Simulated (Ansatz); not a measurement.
# HfB2, response to strain

The parent structure is HfB2 (space group P6/mmm, No. 191; a = 3.1457 Å, c = 3.4863 Å; relaxed with 0.1 eV smearing).

Strains are applied to the cell and any free atomic positions relax.

All numbers come from Kohn–Sham DFT with the PBE functional, run in Ansatz (an electronic-structure program) with PAW and 420 eV plane waves, spin-orbit coupling left out.

Notes on the quantities. energy relative to the base: free energy F.

```csv
isotropic strain (%),energy relative to the base (meV/atom)
-3,68.6
-2.5,?
-1.5,16.4
-1,7.2
0,0.0
0.5,1.7
1,6.8
1.5,15.1
2,26.4
```

Q: Fit ΔE = Aε² + Bε³ (ε in %) to the rows shown and predict the withheld row.

A: Least squares on the printed values gives A = 7.01 and B = -0.20 meV/atom (largest residual 0.1 meV/atom); this predicts 47.0 meV/atom, and the run gives 46.9 meV/atom, in agreement.

No phonon test of stability was made. All final runs are without spin polarisation.
